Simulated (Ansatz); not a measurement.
# BaF2, response to strain

The reference is BaF2 in the fluorite structure (space group Fm-3m, No. 225).

```
BaF2
1.0
    0.00000     3.06871     3.06871
    3.06871     0.00000     3.06871
    3.06871     3.06871     0.00000
Ba F
1 2
Cartesian
  0.00000   0.00000   0.00000
  1.53435   1.53435   1.53435
  4.60306   4.60306   4.60306
```

Cartesian axes are those of the cell as printed.

Strains are applied to the cell and any free atomic positions relax; under biaxial strain the out-of-plane vector relaxes too.

Level of theory: PBEsol, PAW, 420 eV (Ansatz, a program for electronic structure; no spin-orbit coupling).

Candidates:
(a) biaxial strain −2.59 %, plane normal [001], relaxed out of plane
(b) strain tensor (xx, yy, zz, yz, xz, xy) = (−0.99, +0.87, −0.57, −0.22, +0.04, +0.37) %
(c) biaxial strain −1.16 %, plane normal [001], relaxed out of plane

Notes on the quantities. energy relative to the base: free energy F.

**Question.** Order them by energy relative to the base, lowest first.

**Answer.** (b) strain tensor (xx, yy, zz, yz, xz, xy) = (−0.99, +0.87, −0.57, −0.22, +0.04, +0.37) % (+0.9 meV/atom), (c) biaxial strain −1.16 %, plane normal [001], relaxed out of plane (+1.6 meV/atom), (a) biaxial strain −2.59 %, plane normal [001], relaxed out of plane (+8.1 meV/atom)

Whether these cells are dynamically stable was not tested.
